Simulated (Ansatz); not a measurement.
**One-dimensional BaTiO3 body, 45 atoms a period**

Levels: PBE (plane waves to 420 eV, PAW; Ansatz, a first-principles code); r2SCAN (plane waves to 500 eV, PAW; Ansatz). Unmarked values and the geometry are of the first. Mesh 1×1×8. No spin polarisation, so a magnetic state wasn't tested. Isolated but for its images some 11 Å away. A hypothetical model. Only distortions within the start's symmetry and period were free.

- period along the axis (45 atoms) = 3.935 Å
- largest distance between nuclei across the axis = 14.29 Å
- PBE gap = 1.29 eV, indirect, from the zone edge to Γ
- electron mass along the axis (PBE) = 0.86 mₑ
- hole mass along the axis (PBE) = 1.7 mₑ
- r2SCAN gap at this geometry = 1.66 eV

```xyz
45
Lattice="21.0000 0.0000 0.0000 0.0000 21.0000 0.0000 0.0000 0.0000 3.9348" Properties=species:S:1:pos:R:3 pbc="T T T"
Ba     5.6265     5.6265    -0.0293
Ti     7.4425     7.4425     1.9396
O      7.4286     7.4286     3.9042
O      5.4366     7.3745     1.9370
O      7.3745     5.4366     1.9370
Ba     5.4897     9.5290    -0.0257
Ti     7.2881    11.5293     1.9501
O      7.4156    11.4440     3.9000
O      5.4553    11.4799     1.9341
O      7.3762     9.4380     1.9357
Ba     5.4111    13.8853    -0.0240
Ti     7.5203    15.3856     1.9935
O      7.5660    15.4743     3.8615
O      5.6961    15.4608     1.9088
O      7.4826    13.4705     1.9321
Ba     9.5290     5.4897    -0.0257
Ti    11.5293     7.2881     1.9501
O     11.4440     7.4156     3.9000
O      9.4380     7.3762     1.9357
O     11.4799     5.4553     1.9341
Ba     9.4831     9.4831    -0.0242
Ti    11.3932    11.3932     1.9540
O     11.5195    11.5195     3.8995
O      9.5243    11.4734     1.9357
O     11.4734     9.5243     1.9357
Ba     9.5303    13.5431    -0.0143
Ti    11.4430    15.4049     2.0017
O     11.5583    15.6059     3.8261
O      9.5642    15.5346     1.8882
O     11.5035    13.5654     1.9282
Ba    13.8853     5.4111    -0.0240
Ti    15.3856     7.5203     1.9935
O     15.4743     7.5660     3.8615
O     13.4705     7.4826     1.9321
O     15.4608     5.6961     1.9088
Ba    13.5431     9.5303    -0.0143
Ti    15.4049    11.4430     2.0017
O     15.6059    11.5583     3.8261
O     13.5654    11.5035     1.9282
O     15.5346     9.5642     1.8882
Ba    13.5458    13.5458    -0.0307
Ti    15.3700    15.3700     1.9426
O     15.7310    15.7310     3.7434
O     13.5770    15.5229     1.8718
O     15.5229    13.5770     1.8718
```
